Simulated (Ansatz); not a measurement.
The starting structures come from a database of crystals and need not be the phases stable at ambient conditions.

Inside the gap of an insulator the Bloch states are evanescent, with a wavenumber k + iκ along the transport direction.

Data:

```
CELL_PARAMETERS angstrom
      6.29495     0.00000     0.00000
      0.00000    11.57002     0.00000
      0.00000     5.78501     5.78501
ATOMIC_POSITIONS crystal
  Cs 0.00000 0.50000 0.00000
  Cs 0.00000 0.00000 0.00000
  Cs 0.50000 0.31542 0.86916
  Cs 0.50000 0.68458 0.13084
  Cs 0.50000 0.18458 0.50000
  Cs 0.50000 0.81542 0.50000
  H  0.50000 0.50000 0.00000
  H  0.50000 0.00000 0.00000
  H  0.18386 0.89818 0.70364
  H  0.81614 0.10182 0.29636
  H  0.18386 0.60182 0.50000
  H  0.81614 0.39818 0.50000
  H  0.18386 0.10182 0.29636
  H  0.81614 0.89818 0.70364
  H  0.18386 0.39818 0.50000
  H  0.81614 0.60182 0.50000
  Pd 0.00000 0.00000 0.50000
  Pd 0.00000 0.50000 0.50000
```

Space group of this cell: P4/mbm. The cell is taken as given; by PBEsol its mean pressure is -0.7 GPa.

Transport runs along the normal of the first two printed cell vectors, the (110) plane of the conventional cell.

The gap is the functional's own. No spin-orbit coupling. Mid-gap values are interpolated on the energy grid.

Question: Give the band gap and the smallest decay constant κ at mid-gap that Ansatz (an electronic-structure program) with PBEsol yields.

Answer: Gap 2.06 eV on a 6×6×6 mesh; κ = 0.282 1/Å, at (0.500, 0.000) of the in-plane reciprocal vectors. At the zone centre, at the nearest computed energy, the slowest state has κ = 0.34 1/Å.
